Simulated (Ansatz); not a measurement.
**A computed series for TiO2: response to strain**

Consider TiO₂ in the rutile structure (space group P4_2/mnm, No. 136; a = 4.643 Å, c = 2.964 Å).

Strains are applied to the cell and any free atomic positions relax.

The values are results of Ansatz (an electronic-structure program), PBE, PAW, cutoff 420 eV, no spin-orbit coupling, not measurements.

Notes on the quantities. pressure: mean of the normal stresses, compression positive.

```csv
isotropic strain (%),pressure (GPa)
-3,24.1
-2.4,18.4
-1.8,13.2
-1.2,8.4
-0.6,?
0,0.0
```

### Question
Fit P = P₀ − Bδ + Cδ² with δ = (1 + ε)³ − 1 to the rows shown and predict the withheld row.

### Answer
Least squares on the printed values gives P₀ = 0.0 GPa, B = 207 GPa (at held cell shape), C = 783 GPa (largest residual 0.0 GPa); this predicts 4.0 GPa, and the run gives 4.0 GPa, in agreement.

Whether these cells are dynamically stable was not tested. The final runs are not spin-polarised.
